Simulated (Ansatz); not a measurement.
## ScAl: response to strain

The reference is ScAl in the CsCl type structure (space group Pm-3m, No. 221; a cell from a computed database, its experimental status unchecked; relaxed with 0.1 eV smearing).

```
ScAl
1.0
    3.34583     0.00000     0.00000
    0.00000     3.34583     0.00000
    0.00000     0.00000     3.34583
Sc Al
1 1
Direct
  0.50000   0.50000   0.50000
  0.00000   0.00000   0.00000
```

Cartesian axes are those of the cell as printed.

Strains are applied to the cell and any free atomic positions relax; under biaxial strain the out-of-plane vector relaxes too.

Calculations: PBEsol/PAW in Ansatz (a quantum-chemistry and plane-wave program), no SOC.

Notes on the quantities. energy relative to the base: free energy F.

```csv
change,shortest interatomic distance,energy relative to the base,space group
base,289.8 pm,0 meV/atom,Pm-3m (No. 221)
"biaxial strain −0.72 %, plane normal [111], relaxed out of plane",287.9 pm,+1.4 meV/atom,R-3m (No. 166)
isotropic strain +0.62 %,291.6 pm,…,Pm-3m (No. 221)
uniaxial strain ε_xx = +1.80 %,291.5 pm,+1.8 meV/atom,P4/mmm (No. 123)
uniaxial strain ε_yy = +2.03 %,291.7 pm,+2.2 meV/atom,P4/mmm (No. 123)
```

Q: Some entries are withheld; estimate them.

A: 
- isotropic strain +0.62 %, energy relative to the base: +1.6 meV/atom

No phonon test of stability was made. The final runs are not spin-polarised.
